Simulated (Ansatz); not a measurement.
Base system: Ga2O3 in the corundum structure (space group R-3c, No. 167; a = 4.9846 Å, c = 13.4416 Å (hexagonal axes)).

Computed with r2SCAN (Ansatz, a quantum-chemistry and plane-wave program), spin-orbit coupling left out.

Base values:

The band gap is 3.55 eV. The shortest interatomic distance is 192.5 pm and the width of the top valence band comes out as 0.46 eV.

It is then changed as follows: a hydrostatic pressure of 15 GPa.

Task: Predict the new band gap, shortest interatomic distance and width of the top valence band.

Result: The band gap grows by 0.642 eV to 4.20 eV; the shortest interatomic distance drops by 3.55 pm (192.5 pm → 189.0 pm); the width of the top valence band rises by 0.028 eV to 0.48 eV.

Load acts through the strain it causes; cell and atoms are relaxed under it. No phonon test of stability was made. Competing high-pressure phases were not computed.
